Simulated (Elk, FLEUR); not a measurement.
A FLEUR input for a self-consistent single point of ScIn3 (Pm-3m, 4 atoms in the cell) (DFT, PBEsol, all-electron FLAPW (FLEUR), scalar-relativistic valence):

Input of the input generator:

```
ScIn3
&input film=f /
4.4956900000 0.0000000000 0.0000000000
0.0000000000 4.4956900000 0.0000000000
0.0000000000 0.0000000000 4.4956900000
1.8897261246
1.0 1.0 1.0

4
21 0.0000000000 0.0000000000 0.0000000000
49 0.0000000000 0.5000000000 0.5000000000
49 0.5000000000 0.0000000000 0.5000000000
49 0.5000000000 0.5000000000 0.0000000000

&comp jspins=1 /
&exco xctyp='PBEs' /
&kpt div1=6 div2=6 div3=6 gamma=t /
&end /
```

```xml
<?xml version="1.0" encoding="UTF-8" standalone="no"?>
<fleurInput fleurInputVersion="0.39">
   <comment>
      ScIn3                                                                                               
   </comment>
   <calculationSetup>
      <cutoffs Kmax="3.8" Gmax="15.2" GmaxXC="15.2" numbands="0"/>
      <scfLoop itmax="100" minDistance="0.00001" maxIterBroyd="15" imix="Anderson" alpha="0.05" precondParam="0.0" spinf="2.0"/>
      <coreElectrons ctail="T" frcor="F" kcrel="0" coretail_lmax="0"/>
      <xcFunctional name="PBEs" relativisticCorrections="F"/>
      <magnetism jspins="1"/>
      <soc l_soc="F" theta="0.0" phi="0.0" spav="F"/>
      <expertModes spex="0" secvar="F"/>
      <geometryOptimization l_f="T" forcealpha="1.0" forcemix="BFGS" epsdisp="0.00001" epsforce="0.00001"/>
      <ldaU l_linMix="F" mixParam="0.05" spinf="1.0"/>
   </calculationSetup>
   <cell>
      <bzIntegration valenceElectrons="50.0" mode="hist" fermiSmearingEnergy="0.00367493">
         <kPointListSelection listName="default-1"/>
         <!-- k-points included here -->
         <xi:include xmlns:xi="http://www.w3.org/2001/XInclude" href="kpts.xml"> </xi:include>
      </bzIntegration>
      <!-- symmetry operations included here -->
      <xi:include xmlns:xi="http://www.w3.org/2001/XInclude" href="sym.xml"> </xi:include>
      <bulkLattice scale="1.0">
         <bravaisMatrix>
            <row-1>    8.4956228411029731     0.0000000000000000     0.0000000000000000</row-1>
            <row-2>    0.0000000000000000     8.4956228411029731     0.0000000000000000</row-2>
            <row-3>    0.0000000000000000     0.0000000000000000     8.4956228411029731</row-3>
         </bravaisMatrix>
      </bulkLattice>
   </cell>
   <atomSpecies>
      <species name="Scandium (Sc)" element="Sc" atomicNumber="21">
         <mtSphere radius="2.68" gridPoints="925" logIncrement="0.013"/>
         <atomicCutoffs lmax="10" lnonsphr="8"/>
         <electronConfig flipSpins="F">
            <coreConfig>(1s1/2) (2s1/2) (2p1/2) (2p3/2)</coreConfig>
            <valenceConfig>(3s1/2) (3p1/2) (3p3/2) (4s1/2) (3d3/2) (3d5/2)</valenceConfig>
            <stateOccupation state="(3d3/2)" spinUp="0.2" spinDown="0.2"/>
            <stateOccupation state="(3d5/2)" spinUp="0.3" spinDown="0.3"/>
         </electronConfig>
         <energyParameters s="4" p="4" d="3" f="4"/>
         <lo type="SCLO" l="0" n="3" eDeriv="0"/>
         <lo type="SCLO" l="1" n="3" eDeriv="0"/>
      </species>
      <species name="Indium (In)" element="In" atomicNumber="49">
         <mtSphere radius="2.68" gridPoints="925" logIncrement="0.014"/>
         <atomicCutoffs lmax="10" lnonsphr="8"/>
         <electronConfig flipSpins="F">
            <coreConfig>(1s1/2) (2s1/2) (2p1/2) (2p3/2) (3s1/2) (3p1/2) (3p3/2) (4s1/2) (3d3/2) (3d5/2) (4p1/2) (4p3/2)</coreConfig>
            <valenceConfig>(5s1/2) (4d3/2) (4d5/2) (5p1/2) (5p3/2)</valenceConfig>
            <stateOccupation state="(5p1/2)" spinUp="0.1666666666667" spinDown="0.1666666666667"/>
            <stateOccupation state="(5p3/2)" spinUp="0.3333333333333" spinDown="0.3333333333333"/>
         </electronConfig>
         <energyParameters s="5" p="5" d="5" f="4"/>
         <lo type="SCLO" l="2" n="4" eDeriv="0"/>
      </species>
   </atomSpecies>
   <atomGroups>
      <atomGroup species="Scandium (Sc)">
         <relPos label="                   1">.0000000000 .0000000000 .0000000000</relPos>
         <force calculate="T" relaxXYZ="TTT"/>
      </atomGroup>
      <atomGroup species="Indium (In)">
         <relPos label="                   2">.0000000000 1.000/2.000 1.000/2.000</relPos>
         <relPos label="                   3">1.000/2.000 .0000000000 1.000/2.000</relPos>
         <relPos label="                   4">1.000/2.000 1.000/2.000 .0000000000</relPos>
         <force calculate="T" relaxXYZ="TTT"/>
      </atomGroup>
   </atomGroups>
   <output dos="F" band="F" slice="F">
      <checks vchk="F" cdinf="F"/>
      <bandDOS minEnergy="-.5*Htr" maxEnergy="0.5*Htr" sigma="0.015" storeEVData="T"/>
      <vacuumDOS vacdos="F" integ="F" star="F" nstars="0" locx1="0.0" locy1="0.0" locx2="0.0" locy2="0.0" nstm="0" tworkf="0.0"/>
      <unfoldingBand unfoldBand="F" supercellX="1" supercellY="1" supercellZ="1"/>
      <plotting iplot="0" polar="F">
         <plot TwoD="T" vec1="  1.0  0.0  0.0" vec2="  0.0  1.0  0.0" vec3="  0.0  0.0  1.0" zero="  0.0  0.0  0.0" file="plot"/>
      </plotting>
      <chargeDensitySlicing numkpt="0" minEigenval="0.0" maxEigenval="0.0" nnne="0" pallst="F"/>
      <specialOutput eonly="F"/>
      <magneticCircularDichroism mcd="F" energyLo="-10.0" energyUp="0.0"/>
   </output>
  <!-- We include the file relax.xml here to enable relaxations (see documentation) -->
  <xi:include xmlns:xi="http://www.w3.org/2001/XInclude" href="relax.xml"> <xi:fallback/> </xi:include>
</fleurInput>
```

Translate this input to Elk.

This is the input that was run; spellings and numerical settings could be chosen otherwise.

```
tasks
  0

xctype
  22

tforce
  .true.

rgkmax
  8.0

gmaxvr
  18.0

lmaxapw
  10

lmaxo
  8

nxlo
  2

lorbcnd
  .true.

lradstp
  2

nrmtscf
  2.0

lmaxi
  4

swidth
  0.00367493

maxscl
  100

avec
    8.4956228412    0.0000000000    0.0000000000
    0.0000000000    8.4956228412    0.0000000000
    0.0000000000    0.0000000000    8.4956228412

sppath
  './'

atoms
  2
  'Sc.in'
  1
  0.0000000000  0.0000000000  0.0000000000    0.0 0.0 0.0
  'In.in'
  3
  0.0000000000  0.5000000000  0.5000000000    0.0 0.0 0.0
  0.5000000000  0.0000000000  0.5000000000    0.0 0.0 0.0
  0.5000000000  0.5000000000  0.0000000000    0.0 0.0 0.0

ngridk
  6 6 6
```

Basis, cutoffs, solver keys and any potentials are the target program's own. This input uses DFT, PBEsol, all-electron FP-LAPW, Elk's shipped species files, APW+lo basis with extra local orbitals.

The starting cell comes from a database of computed structures (which also holds hypothetical and non-ambient phases and stackings), without a prior relaxation at this level.
